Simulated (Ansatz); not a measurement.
# Mg2BeN2 (model structure, started from the Ca2ZnN2 type, I4/mmm, No. 139, 5 atoms in the cell)

These are r²SCAN (Ansatz, a program for electronic structure, plane waves, PAW) values and carry that method's errors.

Run with plane-wave cutoff 560 eV, 14×14×14 k mesh, Fermi–Dirac smearing 0.01 eV, scalar-relativistic PAW data made under PBE.

Cell (relaxed at this level):

```
CELL_PARAMETERS angstrom
     -1.55663     1.55663     5.48286
      1.55663    -1.55663     5.48286
      1.55663     1.55663    -5.48286
ATOMIC_POSITIONS crystal
  Mg 0.66467 0.66467 0.00000
  Mg 0.33533 0.33533 0.00000
  Be 0.00000 0.00000 0.00000
  N  0.86093 0.86093 0.00000
  N  0.13907 0.13907 0.00000
```

```
Item                                   Value
---------------  ---------------------------
band gap         1.49 eV (on the SCF k mesh)
Γ–Γ gap                              2.13 eV
bulk modulus B0                      125 GPa
```

Note: the bulk modulus is −V dP/dV from two relaxed cells at ±2 % in volume; the relaxation could raise the start's symmetry but not lower it, so the cell can be a saddle point.

A model structure was made by putting elements into a prototype or built by hand; it is no filed structure, need not be a known phase, and can be a saddle point held by its symmetry.
